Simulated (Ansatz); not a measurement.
Cl on the 1x1 (100) surface of rock-salt MgO (cut with top plane Mg + O), one in a 2x2 cell: adsorption energies (eV for each) against ½ Cl2(g) in Ansatz (plane waves, PAW). Structures relaxed with PBE; the other functionals are single points on them, with slab and gas at the same level. No dispersion, zero-point or thermal terms. Rows are starts at which the adsorbate stayed; left out, since it moved away, changed or didn't bind there, or the run didn't converge: top O.

Host crystal: rock-salt MgO, with a band gap (PBE, scalar-relativistic without spin-orbit coupling).

Set-up: 33 atoms, 6.4 Å thick at the start under the adsorbate (thin: gaps and levels are the slab's own); mesh 3x3x1; 0.01 eV smearing; dipole correction on; 16 atoms held, the rest relaxed; each run with such symmetry as its start has; spin-polarised, no spin-orbit, no U, no dispersion correction.

| site | PBE | RPBE | r2SCAN |
|---|---|---|---|
| top Mg | 0.49 | 0.51 | 0.50 |
| hollow Mg-Mg-O-O | 0.39 | 0.44 | 0.30 |
| bridge Mg-O (span 2.1 Å) | 0.16 | 0.22 | -0.03 |

RPBE moves the energies by 0.05 eV on average against PBE and puts 'bridge Mg-O (span 2.1 Å)' lowest, as PBE does. r2SCAN moves the energies by -0.09 eV on average against PBE and puts 'bridge Mg-O (span 2.1 Å)' lowest, as PBE does.

Ansatz is a first-principles code.
